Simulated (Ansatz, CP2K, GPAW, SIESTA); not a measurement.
**One structure in several programs: SiNi (Pmmn, 4 atoms in the cell)**

Self-consistent single point.

```yaml
crystal:
  lattice:
    - [2.95307, 0.00000, 0.00000]
    - [0.00000, 3.29181, 0.00000]
    - [0.00000, 0.00000, 4.69382]
  atoms:
    - { symbol: Si, position: [0.00000, 0.00000, 0.15686] }
    - { symbol: Si, position: [0.50000, 0.50000, 0.84314] }
    - { symbol: Ni, position: [0.00000, 0.00000, 0.65750] }
    - { symbol: Ni, position: [0.50000, 0.50000, 0.34250] }
```

Shared settings, as Ansatz (a quantum-chemistry and plane-wave program) writes them: kpoints.mp_grid.grid = 8 7 5; scf.occupations.method = fermi_dirac; scf.occupations.width = 0.05 eV. Potentials and cutoffs stand in the table.

| code | model | pressure (GPa) | largest force (eV/Å) | cutoff |
|---|---|---|---|---|
| GPAW | LDA (Perdew-Wang 92), GPAW PAW datasets LDA (gpaw-data 1.0.1) | -5.58 | 0.254 | 800 eV |
| SIESTA | LDA PW92, numerical atomic orbitals DZP, PseudoDojo LDA standard norm-conserving potentials (rewritten from UPF to PSML) | -8.23 | 0.276 | grid 350 Ry |
| CP2K | LDA (Pade form), GPW, DZVP-MOLOPT-SR-GTH basis, GTH-PADE potentials (GTH_POTENTIALS) | -8.07 | 0.279 | grid 600 Ry |
| Ansatz | LDA (PW92), PAW files made with PBE | -7.01 | 0.249 | default |

Size of the force on each atom (eV/Å): Sizes of forces hide their directions.

```csv
code,Si1,Si2,Ni3,Ni4
GPAW,0.254,0.254,0.079,0.079
SIESTA,0.276,0.276,0.049,0.049
CP2K,0.279,0.279,0.004,0.006
Ansatz,0.249,0.249,0.069,0.069
```

On Ansatz's run: spin polarisation is off.

The spread over the programs that give each value: pressure within 2.65 GPa; largest force within 0.030 eV/Å.

SIESTA and CP2K use small atom-centred bases, whose incompleteness enters pressures, forces and empty levels differently from a plane-wave cutoff. Ansatz's pressure is given at a fixed set of plane waves, as the other plane-wave codes print theirs; with its correction for the finite basis it is -6.96 GPa. In the pressure, SIESTA (by 1.94) and CP2K (by 1.77) lie more than 1 GPa from the median of the plane-wave programs.

The starting cell comes from a database of computed structures (which also holds hypothetical and non-ambient phases and stackings), without a prior relaxation at this level. Its lattice was rescaled by a random factor within 2.5 % of one.

Left out of this page: Quantum ESPRESSO (failed or unconverged); Elk and FLEUR (not drawn, or without a comparable value).

Keys are those of Ansatz 0.2.
